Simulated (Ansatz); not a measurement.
The cell is made up: elements placed on another compound's structure type, so the phase may be hypothetical.

By PBEsol, the system below comes out a metal.

The ballistic (Sharvin) conductance counts the channels at the Fermi level: G/A = (e²/h) × channels of both spins per area.

Here is the system:

```xyz
5
Lattice="5.7602 0.0000 0.0000 -2.8801 4.9885 0.0000 2.8801 1.6628 2.3516" Properties=species:S:1:pos:R:3 pbc="T T T"
Al     0.0000     0.0000     0.0000
Mo     1.4401     2.4942     0.0000
Mo     2.8801     0.0000     0.0000
Mo    -1.4401     2.4942     0.0000
N      0.0000     3.3257     1.1758
```

Space group of this cell: Pm-3m, anti-perovskite. The cell was relaxed by PBE-D3(BJ).

The current flows along the normal of the first two printed cell vectors. No spin-orbit coupling; the value is a mean over 0.1 eV about the Fermi level.

**Question.** Predict the ballistic conductance per area from PBEsol (Ansatz, a program for electronic structure).

**Answer.** 0.81 × 10¹⁵ S/m² for both spins.
